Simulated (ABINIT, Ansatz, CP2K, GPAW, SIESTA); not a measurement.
# Cs (Im-3m, 1 atom in the cell) computed with different codes at matched settings

Self-consistent single point.

```xyz
1
Lattice="-3.0555 3.0555 3.0555 3.0555 -3.0555 3.0555 3.0555 3.0555 -3.0555" Properties=species:S:1:pos:R:3 pbc="T T T"
Cs     0.0000     0.0000     0.0000
```

Shared settings, as Ansatz (a first-principles code) writes them: kpoints.mp_grid.grid = 5 5 5; scf.occupations.method = fermi_dirac; scf.occupations.width = 0.136 eV. Potentials and cutoffs stand in the table.

```tsv
code	model	pressure (GPa)	cutoff
ABINIT	LDA (PW92), PAW (JTH v2.0 LDA PAW)	-0.49	571 eV
SIESTA	LDA PW92, numerical atomic orbitals DZP, PseudoDojo LDA standard norm-conserving potentials (rewritten from UPF to PSML)	-0.28	grid 400 Ry
CP2K	LDA (Pade form), GPW, DZVP-MOLOPT-SR-GTH basis, GTH-PADE potentials (GTH_POTENTIALS)	-0.25	grid 500 Ry
GPAW	LDA (Perdew-Wang 92), GPAW PAW datasets LDA (gpaw-data 1.0.1)	-0.33	550 eV
Ansatz	LDA (PW92), default PAW files made with PBE	-0.33	420 eV
```

The spread over the programs that give each value: pressure within 0.24 GPa.

SIESTA and CP2K use small atom-centred bases, whose incompleteness enters pressures, forces and empty levels differently from a plane-wave cutoff. Ansatz's pressure is given at a fixed set of plane waves, as the other plane-wave codes print theirs.

The starting cell has typed, rounded lattice constants, without a prior relaxation at this level. Its lattice was rescaled by a random factor within 2.5 % of one.

Left out of this page: Elk and FLEUR (not drawn, or without a comparable value).

Keys are those of Ansatz 0.2.
